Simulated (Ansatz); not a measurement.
Relaxation of the outer planes of the (110) surface of bcc Ta in its 1x1 cell, outermost plane spacing 2.35 Å in the ideal cut.

All values below come from PBE (plane waves to 420 eV, PAW; Ansatz, a first-principles code).

Set-up: 6 atoms, 11.7 Å thick at the start; mesh 14x14x1; 0.1 eV smearing; dipole correction on; all atoms relaxed; start symmetry kept, larger cells not searched; no spin, no spin-orbit, no U.

```
plane  atoms  bulk spacing to the next (Å)  relaxed spacing (Å)  change (%)  rumpling (Å)
-----  -----  ----------------------------  -------------------  ----------  ------------
1         Ta                         2.347                    ?           ?          0.00
2         Ta                         2.347                2.350         0.1          0.00
```

### Question
Fill in the missing entries.

### Answer

- 1, relaxed spacing (Å): 2.246
- 1, change (%): -4.3
